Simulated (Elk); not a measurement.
Input and output of a self-consistent single point for HfGa3 (I4/mmm, 4 atoms in the cell) (Elk).

Computed with Elk with LDA (PW92), all-electron FP-LAPW, Elk's shipped species files, APW+lo basis with extra local orbitals.

```
HfGa3
1.0
   -1.92856     1.92856     4.50131
    1.92856    -1.92856     4.50131
    1.92856     1.92856    -4.50131
Hf Ga
1 3
Cartesian
  0.00000   0.00000   0.00000
  0.00000   0.00000   4.50131
  0.00000   1.92855   2.25065
  1.92856   0.00000   2.25065
```

Reference input (self-consistent single point, DFT, PBEsol, all-electron FP-LAPW, Elk's shipped species files, APW+lo basis with extra local orbitals): xctype = 22; rgkmax = 8; stype = 0; swidth = 0.00499791 Ha; ngridk = 8 8 8; gmaxvr = 16 1/bohr; nxlo = 2; lorbcnd = true; rmtscf = 0.93; lmaxi = 3. This run's input differs from it in these lines:

```diff
@@ -4,3 +4,3 @@
 xctype
-  22
+  3
```

Output (repeated stretches shortened):

```
│ Self-consistent loop started │
│ Loop number : 1 │
 total energy                :     -20910.6088807
│ Loop number : 2 │
 total energy                :     -20910.9932373
RMS change in Kohn-Sham potential (target) :   0.5720722339E-01 (  0.1000000000E-05)
Absolute change in total energy (target)   :   0.3843566586     (  0.1000000000E-03)
│ Loop number : 3 │
 total energy                :     -20911.5410362
RMS change in Kohn-Sham potential (target) :   0.5360009194E-01 (  0.1000000000E-05)
Absolute change in total energy (target)   :   0.6438879898     (  0.1000000000E-03)
│ Loop number : 4 │
   [... lines left out ...]
Absolute change in total energy (target)   :   0.5511838135E-03 (  0.1000000000E-03)
│ Loop number : 15 │
 total energy                :     -20912.8815773
RMS change in Kohn-Sham potential (target) :   0.4025900819E-07 (  0.1000000000E-05)
Absolute change in total energy (target)   :   0.1336287896E-03 (  0.1000000000E-03)
│ Loop number : 16 │
 total energy                :     -20912.8815832
RMS change in Kohn-Sham potential (target) :   0.1182791442E-07 (  0.1000000000E-05)
Absolute change in total energy (target)   :   0.2749119813E-04 (  0.1000000000E-03)
Convergence targets achieved

│ Loop number : 17 │

Energies :
 Fermi                       :     0.319557799208
 total energy                :     -20912.8815876

Density of states at Fermi energy :    34.64826430
 (states/Hartree/unit cell)

Estimated indirect band gap :   0.2570993964E-02
 from k-point      3 to k-point     50
Estimated direct band gap   :   0.1158151697E-01
 at k-point     40

Charges :
 core                        :    100.0000000
 valence                     :    65.00000000
 interstitial                :    6.806168151
 muffin-tins (core leakage)
  species :    1 (Hf)
   atom    1                 :    70.02425382     (  0.1530002407E-05)
  species :    2 (Ga)
   atom    1                 :    29.44214598     (  0.1881179991E-02)
   atom    2                 :    29.36371603     (  0.1863056465E-02)
   atom    3                 :    29.36371603     (  0.1863056465E-02)
 total in muffin-tins        :    158.1938318
 total calculated charge     :    164.9777483
 total charge                :    165.0000000
 error                       :   0.2225168503E-01

│ Self-consistent loop stopped │
```

The run converged in 17 iterations. The count includes the last loop, which Elk runs after its targets are met. 

The starting cell comes from a database of computed structures (which also holds hypothetical and non-ambient phases and stackings), without a prior relaxation at this level. Spin-orbit coupling is off. Values depend on the basis (sphere radii, cutoffs, local orbitals), which need not be converged. The log's line on a gap gives a spacing of levels on this mesh, which the program prints for metals too.

Cost on one core of a shared machine: roughly 2 min.
